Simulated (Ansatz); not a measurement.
Base system: SnO in the litharge type structure (space group P4/nmm, No. 129; a = 3.793 Å, c = 4.764 Å; layered, stacked along the Cartesian z axis). Axes: x, y, z lie along a, b, c of the conventional cell.

Level of theory: r2SCAN+rVV10 (Ansatz, a quantum-chemistry and plane-wave program, PAW, spin-orbit coupling left out).

Strains are applied to the cell and any free atomic positions relax.

One change was made to it. Results:

The shortest interatomic distance drops by 0.010 Å, from 2.216 Å to 2.206 Å; the pressure (mean of the normal stresses, compression positive) goes from zero to 0.7 GPa; the energy rises by 2.1 meV/atom.

Q: Name the change that was made.
A) strain tensor (xx, yy, zz, yz, xz, xy) = (−1.01, −0.03, +0.19, −0.24, −0.93, +0.66) %
B) uniaxial strain ε_xx = −0.20 %
C) isotropic strain +2.51 %
D) isotropic strain −5.80 %

A: A, strain tensor (xx, yy, zz, yz, xz, xy) = (−1.01, −0.03, +0.19, −0.24, −0.93, +0.66) %. For comparison, the energy relative to the base in the other runs: isotropic strain +2.51 % gives +16 meV/atom; isotropic strain −5.80 % gives +101 meV/atom; uniaxial strain ε_xx = −0.20 % gives 0.0 meV/atom.

A case with no gap was solved on a k-mesh chosen for an insulator, which is coarse for it. No phonon test of stability was made. The final runs are not spin-polarised.
